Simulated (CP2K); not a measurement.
A self-consistent single point of LaSbTe (P1, 6 atoms in the cell) with CP2K.

Method: PBEsol, GPW, DZVP-MOLOPT-SR-GTH basis, GTH-PBE potentials (GTH_POTENTIALS) run with CP2K.

The change in words: atoms moved at random. Reference geometry:
```xyz
6
Lattice="4.4540 0.0000 0.0000 0.0000 4.4540 0.0000 0.0000 0.0000 9.8374" Properties=species:S:1:pos:R:3 pbc="T T T"
La     0.0000     2.2270     7.1057
La     2.2270     0.0000     2.7316
Sb     0.0000     0.0000     0.0000
Sb     2.2270     2.2270     0.0000
Te     0.0000     2.2270     3.6647
Te     2.2270     0.0000     6.1727
```

Reference input (self-consistent single point, DFT PBEsol, GPW, DZVP-MOLOPT-SR-GTH basis, GTH-PBE potentials (GTH_POTENTIALS)): CUTOFF = 500 Ry; REL_CUTOFF = 60 Ry; SMEAR/METHOD = FERMI_DIRAC; ELECTRONIC_TEMPERATURE = 1160.45 K; KPOINTS/SCHEME = MONKHORST-PACK 5 5 3; XC_FUNCTIONAL = PBE:PBESOL; La/BASIS_SET = DZVP-MOLOPT-SR-GTH-q11; La/POTENTIAL = GTH-PBE-q11; Sb/BASIS_SET = DZVP-MOLOPT-SR-GTH-q5; Sb/POTENTIAL = GTH-PBE-q5; Te/BASIS_SET = DZVP-MOLOPT-SR-GTH-q6; Te/POTENTIAL = GTH-PBE-q6. This run's input differs from it in these lines:

```diff
@@ -73,8 +73,8 @@
       SCALED
-      La       0.00000000     0.50000000     0.72232000
-      La       0.50000000     0.00000000     0.27768000
-      Sb       0.00000000     0.00000000     0.00000000
-      Sb       0.50000000     0.50000000     0.00000000
-      Te       0.00000000     0.50000000     0.37253000
-      Te       0.50000000     0.00000000     0.62747000
+      La      -0.01269200     0.50405600     0.72278900
+      La       0.51011700    -0.00274800     0.27432400
+      Sb       0.01161100    -0.02138400    -0.00145000
+      Sb       0.50080800     0.49840600     0.00169400
+      Te       0.00700500     0.51797100     0.37292800
+      Te       0.48315200     0.00369900     0.62971400
     &END COORD
```

Log, with long lists cut:

```
 SCF WAVEFUNCTION OPTIMIZATION

  Step     Update method      Time    Convergence         Total energy    Change
     1 NoMix/Diag. 0.20E+00      -     1.25159706       -91.3769650998 -9.14E+01
     2 Broy./Diag. 0.20E+00      -     0.03713574       -91.1451972352  2.32E-01
     3 Broy./Diag. 0.20E+00      -     0.07380053       -90.9849752894  1.60E-01
     4 Broy./Diag. 0.20E+00      -     0.02980148       -90.9667053354  1.83E-02
     5 Broy./Diag. 0.20E+00      -     0.01089072       -90.8588386387  1.08E-01
     6 Broy./Diag. 0.20E+00      -     0.00170474       -90.8414637371  1.74E-02
   [... 6 lines left out ...]
    13 Broy./Diag. 0.20E+00      -     0.00000097       -90.8483350038  2.50E-05
    14 Broy./Diag. 0.20E+00      -     0.00000075       -90.8483302654  4.74E-06
    15 Broy./Diag. 0.20E+00      -     0.00000024       -90.8483299979  2.68E-07
    16 Broy./Diag. 0.20E+00      -     0.00000010       -90.8483312104 -1.21E-06
  *** SCF run converged in    16 steps ***

  Overlap energy of the core charge distribution:               0.00000000003028
  Self energy of the core charge distribution:               -186.83126849141539
  Core Hamiltonian energy:                                     37.02528874026159
  Hartree energy:                                              73.97354889557487
  Exchange-correlation energy:                                -15.01333432037205
  Electronic entropic energy:                                  -0.00256603493285
  Fermi energy:                                                 0.23342563194338

  Total energy:                                               -90.84833121039281
  Total energy (extrapolated to T->0):                        -90.84704819292639

   [... lines left out ...]

 STRESS| Analytical stress tensor [bar]
 STRESS|                        x                   y                   z
 STRESS|      x       -1.92259967024E+04   5.03333137736E+02  -6.15676576877E+02
 STRESS|      y        5.03333137736E+02  -1.87188503995E+04  -2.41166576399E+02
 STRESS|      z       -6.15676576877E+02  -2.41166576399E+02  -3.01018363722E+04
 STRESS| 1/3 Trace                                            -2.26822278247E+04
```

The run converged in 16 iterations. Against the reference run the free energy goes up by 3.5 meV/atom, the pressure goes from -2.37 to -2.27 GPa and the largest force goes from 0.125 to 0.358 eV/Å.

The starting cell comes from a database of computed structures (which also holds hypothetical and non-ambient phases and stackings), without a prior relaxation at this level. Its lattice was rescaled by a random factor within 2.5 % of one. For this run, on top of that: atoms moved at random. Values carry the incompleteness of an atom-centred basis. The potentials were made for another functional than the one used.

Cost on one core of a shared machine: roughly 60 s.
